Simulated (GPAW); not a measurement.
Band structure of K2S (Fm-3m, 3 atoms in the cell).

```xyz
3
Lattice="0.0000 3.6765 3.6765 3.6765 0.0000 3.6765 3.6765 3.6765 0.0000" Properties=species:S:1:pos:R:3 pbc="T T T"
K      5.5148     5.5148     5.5148
K      1.8383     1.8383     1.8383
S      0.0000     0.0000     0.0000
```

Level of theory: PBE, GPAW PAW datasets PBE (gpaw-data 1.0.1) (plane waves; GPAW).

Settings: mode = pw; ecut = 550 eV; xc = PBE; kpts = 4 4 4; mesh shift (steps) = 0 0 0; occupations.name = fermi-dirac; occupations.width = 0.01 eV; nbands = -6; convergence.forces = 0.001 eV/Å; convergence.bands = -4; symmetry.symmorphic = false; symmetry.tolerance = 0.0005; maxiter = 100; bandpath_npoints = 40.

The starting cell comes from a database of computed structures (which also holds hypothetical and non-ambient phases and stackings), without a prior relaxation at this level. Its lattice was rescaled by a random factor within 2.5 % of one.

Task: Predict the gap along the standard path and the places of the band edges.

Result: The gap along the path is 2.44 eV, from X to Γ; the smallest direct gap on it is 2.65 eV.

Levels in eV from the top of the valence band on the SCF mesh, bands 9 to 16:
```json
[
 {"point": "Γ", "9": "-9.63", "10": "-0.21", "11": "-0.21", "12": "-0.21", "13": "2.44", "14": "5.47", "15": "5.47", "16": "7.52"},
 {"point": "X", "9": "-9.37", "10": "-0.76", "11": "0.00", "12": "0.00", "13": "3.52", "14": "5.33", "15": "6.63", "16": "6.70"},
 {"point": "W", "9": "-9.37", "10": "-0.39", "11": "-0.39", "12": "-0.02", "13": "3.73", "14": "5.81", "15": "5.81", "16": "6.77"},
 {"point": "K", "9": "-9.37", "10": "-0.56", "11": "-0.21", "12": "-0.02", "13": "3.74", "14": "5.50", "15": "6.38", "16": "6.74"},
 {"point": "L", "9": "-9.42", "10": "-0.63", "11": "-0.07", "12": "-0.07", "13": "4.76", "14": "5.11", "15": "5.84", "16": "5.84"},
 {"point": "U", "9": "-9.37", "10": "-0.56", "11": "-0.21", "12": "-0.02", "13": "3.74", "14": "5.50", "15": "6.38", "16": "6.74"}
]
```
